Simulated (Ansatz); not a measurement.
Levels about the gap of amorphous In$_{10}$Ga$_{10}$Zn$_{10}$O$_{40}$ (70 atoms in a cell of 895 Å³, 5.82 g/cm³; zone centre alone, so wide bands show as single levels with stretches between that a denser mesh fills), at the geometry that PBE relaxed, where it gives 1.8 GPa on a denser mesh. Exact exchange is cut at the faces of this small cell, which leaves a finite-size error. The participation number counts the atoms over which a state spreads; weights are charges in smoothed Voronoi cells. The levels come from a single point, so bond lengths are those of that geometry. Method of the levels: HSE06, scalar-relativistic without spin-orbit coupling (Ansatz, a first-principles code). Sampling: the zone centre alone; Fermi-Dirac width 0.02 eV; no spin polarisation. At PBE the levels at the filled edge of the gap are localised (band-tail or defect states).

Preparation: random packing, a CHGNet melt and quench, and a DFT relaxation. O atoms were pushed apart under 1.9 Å during the dynamics, to hinder bonds among them. The hot cell started wider than the set density and was brought back towards it in steps. It is the lowest in DFT energy of 2 quenches. It is a model cell: composition and starting density were chosen by hand, and all elements were melted together. No dispersion term was used. A short ab initio anneal came between quench and relaxation. Its density started from a set value of 5.82 and ended at 5.82 g/cm³. The quench (nominally 84 K/ps over its main leg) was far faster than any real one, so the model tends to hold more defects than a real film. Values belong to this one cell and scatter from quench to quench. The volume was held where the preparation left it, at a PBE pressure of 1.8 GPa. Stress components on the final sampling reach 3.5 GPa.

| E - E(highest filled), eV | filling | participation number | largest on | weight O | weight In | weight Ga | weight Zn |
|---|---|---|---|---|---|---|---|
| -0.29 | filled | 13.0 | O, 3 neighbours | 0.89 | 0.03 | 0.02 | 0.06 |
| -0.24 | filled | 13.4 | O, 3 neighbours | 0.89 | 0.02 | 0.03 | 0.07 |
| -0.21 | filled | 24.7 | O, 3 neighbours | 0.87 | 0.01 | 0.02 | 0.10 |
| -0.18 | filled | 25.2 | O, 3 neighbours | 0.86 | 0.02 | 0.01 | 0.11 |
| -0.11 | filled | 11.0 | O, 3 neighbours | 0.88 | 0.01 | 0.02 | 0.09 |
| -0.03 | filled | 9.5 | O, 3 neighbours | 0.93 | 0.02 | 0.02 | 0.03 |
| 0.00 | filled | 6.8 | O, 3 neighbours | 0.93 | 0.02 | 0.02 | 0.02 |
| 2.38 | empty | 63.1 | In, 6 neighbours | 0.50 | 0.23 | 0.13 | 0.14 |
| 5.05 | empty | 26.7 | In, 5 neighbours | 0.57 | 0.29 | 0.06 | 0.08 |
| 5.11 | empty | 27.3 | In, 6 neighbours | 0.56 | 0.31 | 0.06 | 0.06 |
| 5.42 | empty | 22.3 | In, 5 neighbours | 0.56 | 0.30 | 0.05 | 0.09 |
| 5.55 | empty | 46.9 | In, 6 neighbours | 0.57 | 0.23 | 0.13 | 0.07 |
| 5.73 | empty | 50.8 | In, 6 neighbours | 0.57 | 0.17 | 0.11 | 0.14 |
| 5.83 | empty | 35.8 | In, 5 neighbours | 0.57 | 0.18 | 0.15 | 0.10 |

Most localised among these is the filled level at +0.00 eV, on a O atom, which has 3 neighbours (Ga 1.84 Å, Ga 2.02 Å, In 2.24 Å).
